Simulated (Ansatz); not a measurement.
The reference is GaP in the zinc blende structure (space group F-43m, No. 216; a = 5.3914 Å). Axes: x, y, z lie along the cube axes.

Method: Ansatz (a program for electronic structure) LDA, no SOC.

Strains are applied to the cell and any free atomic positions relax; under biaxial strain the out-of-plane vector relaxes too.

One change was made to it. Results:

The valence-band top at Γ (three highest levels, from the VBM) changes from 0.00, 0.00, 0.00 eV to 0.00, -0.21, -0.21 eV; the smallest direct gap decreases by 0.44 eV to 1.44 eV.

Problem. Which change produced these results?
A) biaxial strain +2.08 %, plane normal [111], relaxed out of plane
B) biaxial strain −0.83 %, plane normal [111], relaxed out of plane
C) biaxial strain +1.67 %, plane normal [111], relaxed out of plane

Solution. A, biaxial strain +2.08 %, plane normal [111], relaxed out of plane. For comparison, the valence-band top at Γ in the other runs: biaxial strain −0.83 %, plane normal [111], relaxed out of plane gives 0.00, 0.00, -0.11 eV; biaxial strain +1.67 %, plane normal [111], relaxed out of plane gives 0.00, -0.17, -0.17 eV.

No phonon test of stability was made.
